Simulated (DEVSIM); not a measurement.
System: Schottky contact on n-type In0.53Ga0.47As, at 300 K.

Layer 1 from the left is In0.53Ga0.47As, thickness (μm) 9.10, Nd (cm⁻³) 1.4e16, τn (s) 6.4e-8, τp (s) 6.4e-8.

Left contact: Schottky, work function 5.04 eV, emission velocity 2.6e6 cm/s. Right contact: ohmic. Voltage is applied to the left contact. Recombination: SRH at mid-gap. Mobility is constant in doping.

The device is made up for the run: typed textbook-type constants, with dimensions and the other settings drawn at random. Values at 300 K.

In0.53Ga0.47As: gap (eV) 0.74, affinity (eV) 4.51, permittivity 13.9, Nc (cm⁻³) 2.1e17, Nv (cm⁻³) 7.7e18, μn (cm²/Vs) 12000, μp (cm²/Vs) 300.

Model (solved in DEVSIM): 1D drift-diffusion, Boltzmann statistics, complete ionisation; no tunnelling, impact ionisation, image-force lowering or self-heating. Metal contacts follow the ideal Schottky-Mott rule: no Fermi-level pinning, no interface dipoles.

Question: What does the simulation give for the potential step across the device at zero bias, the largest field in the device at zero bias, the dark forward voltage at 100 A/cm², the dark forward voltage at 1 A/cm²?

Answer: potential step across the device at zero bias 0.460 V; largest field in the device at zero bias 40000 V/cm; dark forward voltage at 100 A/cm² 0.360 V; dark forward voltage at 1 A/cm² 0.236 V.
